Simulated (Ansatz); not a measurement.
By PBEsol, the system below comes out a metal.

A figure of merit of an interconnect metal is its ballistic conductance per area.

Given:

```
CELL_PARAMETERS angstrom
      3.25947     0.00000     0.00000
      0.00000     4.98580     0.00000
      1.62973     2.49290     1.62973
ATOMIC_POSITIONS crystal
  In 0.00000 0.00000 0.00000
```

Space group of this cell: I4/mmm. The cell is taken as given; by PBEsol its mean pressure is -1.5 GPa.

The current flows along the normal of the first two printed cell vectors, the (100) plane of the conventional cell. No spin-orbit coupling; the value is a mean over 0.1 eV about the Fermi level.

**Question.** State the ballistic conductance per area according to PBEsol run with Ansatz (a first-principles code).

**Answer.** 0.96 × 10¹⁵ S/m² for both spins.
